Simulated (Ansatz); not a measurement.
AlP (P6₃mc, No. 186, 4 atoms in the cell; start mp-8880; a measured phase of this formula has another space group) was calculated with HSE06 (Ansatz, a quantum-chemistry and plane-wave program, plane waves, PAW).

Numerical settings: plane-wave cutoff 460 eV, 9×9×4 k mesh (along the axes of the cell as run), Fermi–Dirac smearing 0.01 eV, scalar-relativistic PAW data made under PBE.

The cell is the one relaxed with PBEsol. Conventional cell: a = 3.8611 Å, b = 3.8611 Å, c = 6.3392 Å, α = 90.00°, β = 90.00°, γ = 120.00°.

```yaml
crystal:
  lattice:
    - [3.86108, 0.00000, 0.00000]
    - [-1.93054, 3.34380, 0.00000]
    - [0.00000, 0.00000, 6.33925]
  atoms:
    - { symbol: Al, position: [0.33333, 0.66667, 0.00009] }
    - { symbol: Al, position: [0.66667, 0.33333, 0.50009] }
    - { symbol: P, position: [0.33333, 0.66667, 0.37491] }
    - { symbol: P, position: [0.66667, 0.33333, 0.87491] }
```

Q: List the 10 lowest band energies at Γ above −25 eV (eV, relative to the valence band maximum), grouping those that round alike.

A: At Γ: -12.85, -11.00, -6.19, -1.03 (×2), -0.13, 0.00 (×2), 3.24, 4.20.

Note: the run warned that its exchange threshold was loose for the stress; cell and atoms aren't relaxed at this level (pressure 0.3 GPa).

A start named mp-… is a Materials Project structure, which need not be a measured phase.
